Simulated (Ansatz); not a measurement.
We consider GdAg2 (I4/mmm, No. 139), described by PBEsol (plane waves, PAW; Ansatz, an electronic-structure program).

Numerical settings: plane-wave cutoff 500 eV, 20×20×20 k mesh, Fermi–Dirac smearing 0.1 eV, spin-polarised start, scalar-relativistic PAW data made under PBE.

Computed at the level's own relaxed cell.

Q: Estimate the volume per atom, lattice parameter a and c axis length that the calculation returns.

A: 
- volume per atom = 21.02 Å³/atom
- lattice parameter a = 3.691 Å
- c axis length = 9.257 Å

The run finds no gap.

Note: the magnetic order was assumed, not searched for or taken from measurement; the 4f shell is treated without U or exact exchange, so its levels and filling can be wrong.

Spin–orbit coupling is not included.

Cost on a shared machine: around 30 core-minutes (rough).
